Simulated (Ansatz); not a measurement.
diamond-structure Si (Fd-3m) under hydrostatic pressure

Cell and atoms are relaxed with PBEsol to each stress (compression positive); bands and masses by PBEsol with spin-orbit coupling, rigid bands (plane waves, PAW; Ansatz, a first-principles code).

```
CELL_PARAMETERS angstrom
      0.00000     2.71691     2.71691
      2.71691     0.00000     2.71691
      2.71691     2.71691     0.00000
ATOMIC_POSITIONS crystal
  Si 0.25000 0.25000 0.25000
  Si 0.00000 0.00000 0.00000
```

```json
[
 {"stress (GPa)": "-2.00", "ln(V/V₀) (%)": "2.22", "gap (eV)": "0.487", "mean mₑ*": "0.28"},
 {"stress (GPa)": "0", "ln(V/V₀) (%)": "0", "gap (eV)": "0.448", "mean mₑ*": "0.28"},
 {"stress (GPa)": "2.00", "ln(V/V₀) (%)": "-2.04", "gap (eV)": "0.411", "mean mₑ*": "0.28"},
 {"stress (GPa)": "5.00", "ln(V/V₀) (%)": "-4.83", "gap (eV)": "0.358", "mean mₑ*": "0.28"}
]
```

 Masses are conductivity masses at 300 K in electron masses, harmonic means over x, y and z.

Question: Estimate the bulk modulus from the two loads next to zero.

Answer: B ≈ −Δp/Δln V = 4.00 GPa/4.26 % = 94 GPa (PBEsol), a mean over this interval.

Question: How fast does the gap move on either side of zero load?

Answer: Under tension, (0.487 − 0.448) eV over -2.00 GPa = -19 meV/GPa, or about 1.8 eV per unit ln V; under compression, (0.358 − 0.448) eV over 5.00 GPa = -18 meV/GPa, or about 1.9 eV per unit ln V. The two slopes part by 1 meV/GPa; gaps are resolved to about 0.01 eV, which allows 7 meV/GPa, so these rows don't tell them apart.

Masses are those of dilute carriers in rigid bands with one relaxation time, without polarons. Third decimals of gaps are kept for the arithmetic. Every relaxation keeps the diamond-structure phase (space group Fd-3m under this load), so a transition, a distortion that breaks the symmetry or fracture can't show.
